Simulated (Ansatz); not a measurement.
## TlGaO₂ (space group R-3m, No. 166; a hypothetical phase, not in the database extracts checked; layered, stacked along the Cartesian z axis)

```cif
data_GaO2Tl
_chemical_formula_sum 'Ga1 Tl1 O2'
_space_group_name_H-M_alt 'P 1'
_space_group_IT_number 1
_cell_length_a 6.62511
_cell_length_b 6.62511
_cell_length_c 6.62511
_cell_angle_alpha 26.791
_cell_angle_beta 26.791
_cell_angle_gamma 26.791
loop_
_space_group_symop_operation_xyz
  'x, y, z'
loop_
_atom_site_label
_atom_site_type_symbol
_atom_site_fract_x
_atom_site_fract_y
_atom_site_fract_z
_atom_site_occupancy
Ga1 Ga 0.00000 0.00000 0.00000 1
Tl1 Tl 0.50000 0.50000 0.50000 1
O1 O 0.28069 0.28069 0.28069 1
O2 O 0.71931 0.71931 0.71931 1
```

Level of theory: Ansatz (a first-principles code) PBEsol, spin-orbit coupling left out. Settings: 12×12×12 k-points, 0.05 eV Fermi–Dirac smearing.

```yaml
volume_per_atom: 13.02 Å³
density: 9.76 g/cm³
band_gap: zero
total_energy: -4040.171 eV/atom (σ→0; compares only within this code and set-up)
```

Spin-orbit coupling, missing from the scalar runs, can matter with Tl. Stability against distortions was not tested. The final runs are not spin-polarised. No dispersion term is included in the PBEsol runs. The zero or small gap of TlGaO2 can change with the level of theory.
